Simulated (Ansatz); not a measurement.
# Response to strain in HfS2

Take HfS₂ in the CdI2 type structure (space group P-3m1, No. 164; a = 3.6057 Å, c = 5.7676 Å; layered, stacked along the Cartesian z axis) as the base. Axes: x lies along a and z along c of the hexagonal cell.

Strains are applied to the cell and any free atomic positions relax; under biaxial strain the out-of-plane vector relaxes too.

All numbers come from Ansatz (a program for electronic structure) PBE-D3(BJ), scalar-relativistic without spin-orbit coupling.

Notes on the quantities. in-plane stress: mean in-plane stress (compression positive).

| variant | out-of-plane strain | band gap | smallest direct gap | in-plane stress |
|---|---|---|---|---|
| base | – | 0.85 eV | 1.81 eV | – |
| biaxial strain −3.00 %, plane normal [001], relaxed out of plane | +0.99 % | 0.55 eV | 1.52 eV | ? |
| biaxial strain −2.50 %, plane normal [001], relaxed out of plane | ? | 0.63 eV | 1.61 eV | +4.6 GPa |
| biaxial strain −2.00 %, plane normal [001], relaxed out of plane | +0.69 % | 0.72 eV | 1.68 eV | ? |
| biaxial strain −0.50 %, plane normal [001], relaxed out of plane | +0.18 % | 0.82 eV | 1.78 eV | +0.9 GPa |
| biaxial strain +1.00 %, plane normal [001], relaxed out of plane | -0.38 % | 0.91 eV | 1.78 eV | -1.6 GPa |
| biaxial strain +1.50 %, plane normal [001], relaxed out of plane | -0.58 % | 0.93 eV | 1.75 eV | -2.4 GPa |
| biaxial strain +2.00 %, plane normal [001], relaxed out of plane | -0.79 % | 0.96 eV | 1.72 eV | -3.1 GPa |
| biaxial strain +2.50 %, plane normal [001], relaxed out of plane | -1.01 % | 0.98 eV | 1.69 eV | -3.8 GPa |
| biaxial strain +3.00 %, plane normal [001], relaxed out of plane | -1.24 % | 1.01 eV | 1.66 eV | -4.5 GPa |

Question: Complete the table.

Answer: 
- biaxial strain −3.00 %, plane normal [001], relaxed out of plane, in-plane stress: +5.6 GPa
- biaxial strain −2.50 %, plane normal [001], relaxed out of plane, out-of-plane strain: +0.84 %
- biaxial strain −2.00 %, plane normal [001], relaxed out of plane, in-plane stress: +3.6 GPa

Spin-orbit coupling, missing from the scalar runs, can matter with Hf. Whether these cells are dynamically stable was not tested.
